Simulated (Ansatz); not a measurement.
Ansatz (an electronic-structure program) run on HgS (Fm-3m, 2 atoms in the cell): self-consistent single point.

Level of theory: PBEsol, harder PAW files (source: ansatz) made with PBE (plane waves; Ansatz).

The change in words: lattice scaled by 0.98; basis.ecutwfc: 30.9 Ry → 43 Ry; hamiltonian.pseudopotentials: {kind: paw} (the program's default PAW files) → {kind: paw, source: ansatz}. Reference geometry:
```xyz
2
Lattice="0.0000 2.7768 2.7768 2.7768 0.0000 2.7768 2.7768 2.7768 0.0000" Properties=species:S:1:pos:R:3 pbc="T T T"
Hg     0.0000     0.0000     0.0000
S      2.7768     2.7768     2.7768
```

Reference input (self-consistent single point, DFT, PBEsol, plane waves, default PAW files made with PBE): basis.ecutwfc = 30.9 Ry; kpoints.mp_grid.grid = 10 10 10; hamiltonian.xc = pbesol; hamiltonian.pseudopotentials = {kind: paw} (the program's default PAW files); scf.occupations.method = fermi_dirac; scf.occupations.width = 0.0073 Ry. This run's input differs from it in these lines:

Ansatz 0.2 input:
```diff
@@ -2,5 +2,5 @@
   lattice:
-    - [0.00000000, 2.77681100, 2.77681100]
-    - [2.77681100, 0.00000000, 2.77681100]
-    - [2.77681100, 2.77681100, 0.00000000]
+    - [0.00000000, 2.72127500, 2.72127500]
+    - [2.72127500, 0.00000000, 2.72127500]
+    - [2.72127500, 2.72127500, 0.00000000]
   atoms:
@@ -9,3 +9,3 @@
 basis:
-  ecutwfc: 30.9 Ry
+  ecutwfc: 43.0 Ry
 kpoints:
@@ -17,2 +17,3 @@
     kind: paw
+    source: ansatz
 scf:
```

Output (repeated stretches shortened):

```
SCF iter   1: F=—  HF=-14586.253840 eV  |F-HF|=—  |Δ(HF+E_count)|=         —  Δρ=2.27e-2  dr2=1.66e-1  ethr=3.10e-3  ⟨swp⟩=6.3  Hψ=4506  notcnv=0
all-band conjugate gradients solve this SCF's bands
preconditioner: auto → Kerker (q_TF=auto, 2.536 Å⁻¹)
SCF iter   2: F=—  HF=-14586.225775 eV  |F-HF|=—  |Δ(HF+E_count)|=   2.81e-2  Δρ=1.35e-2  dr2=5.81e-2  ethr=6.37e-4  ⟨swp⟩=1.2  Hψ=1184  notcnv=0
SCF iter   3: F=—  HF=-14586.212572 eV  |F-HF|=—  |Δ(HF+E_count)|=   1.32e-2  Δρ=1.74e-3  dr2=9.02e-4  ethr=2.23e-4  ⟨swp⟩=2.0  Hψ=946  notcnv=0
SCF iter   4: F=—  HF=-14586.212815 eV  |F-HF|=—  |Δ(HF+E_count)|=   2.43e-4  Δρ=3.24e-4  dr2=2.18e-5  ethr=3.47e-6  ⟨swp⟩=2.0  Hψ=1281  notcnv=0
SCF iter   5: F=—  HF=-14586.212830 eV  |F-HF|=—  |Δ(HF+E_count)|=   1.48e-5  Δρ=5.43e-5  dr2=1.11e-6  ethr=8.38e-8  ⟨swp⟩=2.0  Hψ=1228  notcnv=0
SCF iter   6: F=—  HF=-14586.212831 eV  |F-HF|=—  |Δ(HF+E_count)|=   4.83e-7  Δρ=1.83e-5  dr2=1.28e-7  ethr=3.85e-10  ⟨swp⟩=7.7  Hψ=4472  notcnv=0
SCF iter   7: F=-14586.212831 eV  HF=-14586.212831 eV  |F-HF|=9.77e-9  |Δ(HF+E_count)|=   5.15e-8  Δρ=5.51e-6  dr2=1.33e-8  ethr=3.85e-10  ⟨swp⟩=4.9  Hψ=2696  notcnv=0
SCF 1 converged in 7 iterations: F = -14586.212831 eV  dr2 = 1.33e-8
Free energy (F): -14586.212831 eV
Internal energy: -14586.187014 eV  (E = F + TS)
E sigma→0 (E₀):  -14586.199922 eV
Entropy (-TS):   -0.025817 eV (-12.908 meV/atom)
Fermi energy:    11.602546 eV
--- Forces (eV/Å), atoms counted from 1 ---
  atom   1  Hg    -0.00000000     0.00000000    -0.00000000
  atom   2  S     -0.00000000     0.00000000     0.00000000
--- Stress (GPa, compression-positive) ---
        0.509791       0.000000      -0.000000
        0.000000       0.509791      -0.000000
        0.000000       0.000000       0.509791
  P = ⅓ Tr σ = 0.5098 GPa (5.098 kbar)
  The stress holds the Pulay correction. Without it, at fixed plane waves, as pw.x and ABINIT print it: P = -0.0232 GPa
```

The run converged in 7 iterations. Against the reference run the pressure goes from -3.88 to 0.51 GPa.

The starting cell comes from a database of computed structures (which also holds hypothetical and non-ambient phases and stackings), without a prior relaxation at this level. Its lattice was rescaled by up to half a per cent. For this run, on top of that: lattice scaled by 0.98. Ansatz's pressure includes its estimate of the finite-basis (Pulay) stress. Without the estimate this run gives -0.02 GPa. The cutoff lies below the one recommended for these files. The run gives no clean gap (levels at the Fermi energy touch, overlap or are partly filled at this smearing), which alone does not show that the compound is a metal.
